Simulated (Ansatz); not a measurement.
A relaxation of cell and atoms of MgB2 (P1, 3 atoms in the cell) with Ansatz (a program for electronic structure).

Level of theory: PBEsol, default PAW files made with PBE (plane waves; Ansatz).

```
MgB2
1.0
    3.06276     0.00000     0.00000
   -1.53138     2.65243     0.00000
    0.00000     0.00000     3.52087
Mg B
1 2
Direct
  0.99962   0.99551   0.00590
  0.66743   0.33677   0.49901
  0.33295   0.66772   0.49509
```

Reference input (self-consistent single point, DFT, PBEsol, plane waves, default PAW files made with PBE): basis.ecutwfc = 420 eV; kpoints.mp_grid.grid = 8 8 6; hamiltonian.xc = pbesol; hamiltonian.pseudopotentials = {kind: paw} (the program's default PAW files); scf.occupations.method = cold; scf.occupations.width = 0.272 eV. This run's input differs from it in these lines:

Ansatz 0.2 input:
```diff
@@ -10,3 +10,3 @@
 basis:
-  ecutwfc: 420.0
+  ecutwfc: 250.0
 kpoints:
@@ -18,2 +18,4 @@
   occupations: { method: cold, width: 0.272 }
+relax:
+  cell: {}
 output:
```

Log, with long lists cut:

```
   [... SCF lines of the steps left out ...]
relax step   1: F+E_penalty+E_count = -2217.26445141 eV  Δ(F+E_penalty+E_count) = +0.000e0 eV  max|allowed force component| = 2.400e-1 eV/Å  Δτ_max = 0.0000 Å  P = -0.109 GPa  Ω = 28.603 Å³  (6 SCF iters, dr2 threshold 1.00e-7 eV, accepted)
relax step   2: F+E_penalty+E_count = -2217.28198309 eV  Δ(F+E_penalty+E_count) = -1.753e-2 eV  max|allowed force component| = 1.100e-1 eV/Å  Δτ_max = 0.0139 Å  P = +0.306 GPa  Ω = 28.477 Å³  energy of the carried Pulay correction = +1.164e-2 eV  (4 [...]
   [... lines left out ...]
relax step  10: F+E_penalty+E_count = -2217.27219264 eV  Δ(F+E_penalty+E_count) = -7.576e-4 eV  max|allowed force component| = 3.541e-5 eV/Å  Δτ_max = 0.0000 Å  P = -0.013 GPa  Ω = 28.469 Å³  energy of the carried Pulay correction = +7.554e-4 eV  (3 [...]
relax step  11: F+E_penalty+E_count = -2217.27171330 eV  Δ(F+E_penalty+E_count) = +4.793e-4 eV  max|allowed force component| = 2.995e-5 eV/Å  Δτ_max = 0.0000 Å  P = -0.016 GPa  Ω = 28.469 Å³  stress off target by 3.81e-2 GPa  SCF on the basis [...]
basis re-selected at this cell: Δ(F+E_penalty+E_count) = +4.793e-4 eV, ΔP = -0.003 GPa vs the last step
Stability not checked (fill_not_monotonic)
Free energy (F): -2217.271713 eV
Internal energy: -2217.260599 eV  (E = F + TS)
E sigma→0 (E₀):  -2217.268009 eV
Entropy (-TS):   -0.011114 eV (-3.705 meV/atom)
Fermi energy:    9.425589 eV
--- Forces (eV/Å), atoms counted from 1 ---
  atom   1  Mg     0.00000164    -0.00000333     0.00001113
   [... lines left out ...]
  cell:  # Å, volume = 28.4695 Å³
   [... lines left out ...]
    - [-1.5343487052688214, 2.657569887468004, 2.288561431805468e-6]
    - [-8.316498705573792e-7, 2.5577151612133332e-6, 3.4909288848188087]
  atoms:
    - { symbol: Mg, position: [-3.208910256634636e-7, 1.661715200555644e-7, -2.931368948483792e-7] }
    - { symbol: B, position: [0.6666667124337776, 0.3333341284188743, 0.4999998790540175] }
    - { symbol: B, position: [0.33333260845724816, 0.6666657054096056, 0.5000004140828774] }
```

The run converged. 

Summary of the result:
* **Free energy E − TS (on the zero of these files)**: -2217.2717 eV
* **Fermi level (on the code's own zero)**: 9.43 eV
* **Pressure**: -0.02 GPa
* **Final cell**: a = b = 3.0687 Å, c = 3.4909 Å, α = β = 90.00°, γ = 120.00°
* **Final volume per atom**: 9.49 Å³
* **Relaxation steps**: 11

The starting cell comes from a database of computed structures (which also holds hypothetical and non-ambient phases and stackings), without a prior relaxation at this level. Its atoms were displaced at random from the sites of space group no. 191. Ansatz's pressure includes its estimate of the finite-basis (Pulay) stress. Without the estimate this run gives -14.77 GPa. The cutoff lies below the one recommended for these files.

Cost on one core of a shared machine: roughly 50 s.
